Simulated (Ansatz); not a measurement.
Worked example: self-consistent single point of Cl2 (Cmce, 4 atoms in the cell) in Ansatz (an electronic-structure program)

Computed with PBE (plane waves, PAW; Ansatz).

The input file:

Ansatz 0.2 input:
```yaml
crystal:
  lattice:
    - [3.18553800, -2.00788500, 0.00000000]
    - [3.18553800, 2.00788500, 0.00000000]
    - [0.00000000, 0.00000000, 8.19990200]
  atoms:
    - { symbol: Cl, position_ang: [3.18553800, -1.54799902, 4.95889073] }
    - { symbol: Cl, position_ang: [3.18553800, 1.54799902, 3.24101127] }
    - { symbol: Cl, position_ang: [3.18553800, -0.45988598, 0.85893973] }
    - { symbol: Cl, position_ang: [3.18553800, 0.45988598, 7.34096227] }
kpoints:
  mp_grid:
    grid: [10, 10, 4]
hamiltonian:
  xc: pbe
  pseudopotentials:
    kind: paw
scf:
  occupations:
    method: gaussian
    width: 0.0007 Ry
output:
  forces: true
  eigenvalues: true
  stress: true
```

Output, abridged:

```
WARN basis.ecutwfc = 420 eV, the default
WARN ansatz: RAYON_NUM_THREADS=1 ignored (pool sized by the plan → 1); use --threads N
Pseudopotentials: kind: paw
Pseudopotential: Cl, paw, valence charge 7
Crystal: 4 atoms, lattice volume = 104.896 Å³
Basis set: ecut = 420 eV, 2083 PW (Γ), exchange–correlation on 54×54×120 points (8 copies of the dense FFT grid, shifted against one another)
Bands: 18, of which v1, the nominal top of the filled ones, is band 14 counted from 1 (13 counted from 0)
Symmetry: 8 space group operations
Space group: Cmce (ITA 64), of the structure as read, at distance tolerance 4.7e-5 Å
k-points: 93 of 400
Initial density: superposition of atomic densities (neutral atoms: chi_scale 0, normalization atom), corrected by the library's trained network
Initial wavefunctions: pseudopotential atomic-orbital guess
Eigensolver: davidson
Functional: x = pbe(κ = 0.804, μ = 0.2195149727645171), c = pbe(β = 0.06672455060314922)
SCF iter   1: F=—  HF=-4317.758595 eV  |F-HF|=—  |Δ(HF+E_count)|=         —  Δρ=1.81e-3  dr2=2.13e-3  ethr=1.77e-3  ⟨swp⟩=6.8  Hψ=9704  notcnv=0
all-band conjugate gradients solve this SCF's bands
preconditioner: auto → Resta (q_TF=auto, 2.189 Å⁻¹)
SCF iter   2: F=—  HF=-4317.758214 eV  |F-HF|=—  |Δ(HF+E_count)|=   3.81e-4  Δρ=9.46e-4  dr2=5.44e-4  ethr=7.59e-6  ⟨swp⟩=2.6  Hψ=3812  notcnv=0
SCF iter   3: F=—  HF=-4317.758262 eV  |F-HF|=—  |Δ(HF+E_count)|=   4.83e-5  Δρ=1.81e-4  dr2=3.47e-5  ethr=1.94e-6  ⟨swp⟩=2.3  Hψ=3285  notcnv=0
SCF iter   4: F=—  HF=-4317.758278 eV  |F-HF|=—  |Δ(HF+E_count)|=   1.60e-5  Δρ=6.17e-5  dr2=3.26e-6  ethr=1.24e-7  ⟨swp⟩=2.8  Hψ=3033  notcnv=0
SCF iter   5: F=—  HF=-4317.758280 eV  |F-HF|=—  |Δ(HF+E_count)|=   1.66e-6  Δρ=1.12e-5  dr2=1.40e-7  ethr=1.16e-8  ⟨swp⟩=2.8  Hψ=3333  notcnv=0
SCF iter   6: F=-4317.758280 eV  HF=-4317.758280 eV  |F-HF|=6.41e-9  |Δ(HF+E_count)|=   7.41e-8  Δρ=3.60e-6  dr2=1.06e-8  ethr=3.57e-10  ⟨swp⟩=4.1  Hψ=5959  notcnv=0
SCF 1 converged in 6 iterations: F = -4317.758280 eV  dr2 = 1.06e-8
SCF converged after 6 iterations
Free energy (F): -4317.758280 eV
Harris-Foulkes:  -4317.758280 eV  (|F-HF|=6.41e-9)
Internal energy: -4317.758280 eV  (E = F + TS)
E sigma→0 (E₀):  -4317.758280 eV
Fermi energy:    2.823455 eV
--- Per-component energies (eV) ---
  E_band       = -129.086572
  E_kinetic    = 643.174528
  E_local      = -1064.973419  (includes V_loc(G=0)·N_el)
  E_nonlocal   = 115.079402
  E_hartree    = 324.517503
  E_xc         = -426.246809
  E_vxc        = -484.990775  (∫ρ·V_xc dr)
  E_paw        = -2636.096777  (= ΣΔE_a)
  E_vpaw       = 13.589725  (= ΣTr[D̂ρ^β])
  E_aug_tail   = 0.000366  (compensation charges beyond the density's cutoff)
  E_ewald      = -1273.213074
  E_smearing   = -0.000000  (= −TS)
  E_closure    = -0.000000  (closes the sum)
  Σ components = -4317.758280   (vs F -4317.758280, Δ=0.00e0)
--- Forces (eV/Å), atoms counted from 1 ---
  atom   1  Cl    -0.00000000     0.70196917     1.29153103
  atom   2  Cl     0.00000000    -0.70196917    -1.29153103
  atom   3  Cl     0.00000000    -0.70196917     1.29153103
  atom   4  Cl    -0.00000000     0.70196917    -1.29153103
  max |Σ_I F_I| component: 2.22e-16 eV/Å
--- Stress (GPa, compression-positive) ---
        1.748352       0.000000       0.000000
        0.000000       3.651558       0.000000
        0.000000       0.000000       8.306924
  P = ⅓ Tr σ = 4.5689 GPa (45.689 kbar)
  The stress holds the Pulay correction. Without it, at fixed plane waves, as pw.x and ABINIT print it: P = 4.5664 GPa
--- Band table (eV; the first three rows and the last of 93) ---
  k-point 0: bands = ["-15.9091", "-15.6398", "-11.4574", "-10.5430", "-4.5896", "-3.1074", "-1.4298", "-1.3211", "-1.1589", "-1.0480", "0.6438", "1.1628", "1.4240", "1.5647", "4.0822", "5.1578", "8.2614", "8.3082"]
  k-point 1: bands = ["-15.8734", "-15.6834", "-11.3314", "-10.6879", "-4.3874", "-3.3626", "-1.3645", "-1.2442", "-1.1434", "-1.0651", "0.6438", "1.0374", "1.4455", "1.5449", "4.2144", "4.9585", "8.4232", "8.4743"]
  k-point 2: bands = ["-15.7823", "-15.7823", "-11.0188", "-11.0188", "-3.8957", "-3.8957", "-1.2418", "-1.2418", "-1.1050", "-1.1050", "0.7811", "0.7811", "1.4961", "1.4961", "4.5557", "4.5557", "8.6178", "8.6178"]
  k-point 92: bands = ["-15.5711", "-15.5711", "-10.8537", "-10.8537", "-3.8098", "-3.8098", "-2.7262", "-2.7262", "-1.5547", "-1.5547", "0.6565", "0.6565", "0.6653", "0.6653", "4.5139", "4.5139", "10.1916", "10.1916"]
```

The run converged in 6 iterations.

The starting cell comes from a database of computed structures (which also holds hypothetical and non-ambient phases and stackings), without a prior relaxation at this level. Its lattice was rescaled by a random factor within 2.5 % of one. With a pressure of about 5 GPa the cell is away from its equilibrium volume at this level. Forces in this geometry exceed 1 eV/Å. Ansatz's pressure includes its estimate of the finite-basis (Pulay) stress.
